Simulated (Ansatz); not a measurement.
The structure below was relaxed with r2SCAN (Ansatz, a first-principles code, PAW, no spin-orbit coupling), earlier PAW set, at pressure 1.8 GPa.

Space group Fm-3m (No. 225); a = 8.6810 Å, b = 8.6810 Å, c = 8.6810 Å, α = 90.00°, β = 90.00°, γ = 90.00°

```
atom  site  symmetry       x       y       z
----  ----  --------  ------  ------  ------
Cs      8c      -43m  0.2500  0.2500  0.2500
H      24e      4m.m  0.0000  0.0000  0.1887
Pt      4a      m-3m  0.0000  0.0000  0.0000
```

Write out a cell with all atoms.


```xyz
36
Lattice="8.6810 0.0000 0.0000 0.0000 8.6810 0.0000 0.0000 0.0000 8.6810" Properties=species:S:1:pos:R:3 pbc="T T T"
Cs     2.1703     2.1703     6.5108
Cs     2.1703     6.5108     6.5108
H      0.0000     0.0000     7.0429
H      4.3405     0.0000     5.9786
H      7.0429     0.0000     0.0000
H      1.6381     0.0000     0.0000
H      4.3405     2.7024     0.0000
H      4.3405     5.9786     0.0000
Pt     0.0000     0.0000     0.0000
Cs     2.1703     6.5108     2.1703
Cs     2.1703     2.1703     2.1703
H      0.0000     4.3405     2.7024
H      4.3405     4.3405     1.6381
H      7.0429     4.3405     4.3405
H      1.6381     4.3405     4.3405
H      4.3405     7.0429     4.3405
H      4.3405     1.6381     4.3405
Pt     0.0000     4.3405     4.3405
Cs     6.5108     2.1703     2.1703
Cs     6.5108     6.5108     2.1703
H      4.3405     0.0000     2.7024
H      0.0000     0.0000     1.6381
H      2.7024     0.0000     4.3405
H      5.9786     0.0000     4.3405
H      0.0000     2.7024     4.3405
H      0.0000     5.9786     4.3405
Pt     4.3405     0.0000     4.3405
Cs     6.5108     6.5108     6.5108
Cs     6.5108     2.1703     6.5108
H      4.3405     4.3405     7.0429
H      0.0000     4.3405     5.9786
H      2.7024     4.3405     0.0000
H      5.9786     4.3405     0.0000
H      0.0000     7.0429     0.0000
H      0.0000     1.6381     0.0000
Pt     4.3405     4.3405     0.0000
```
This is the conventional cell.

Load acts through the strain it causes; cell and atoms are relaxed under it. Whether these cells are dynamically stable was not tested. The cell was made from Cs$_{2}$PtH$_{6}$ (space group Fm-3m, No. 225; a cell from a computed database, its experimental status unchecked) by this change: pressure 1.8 GPa.
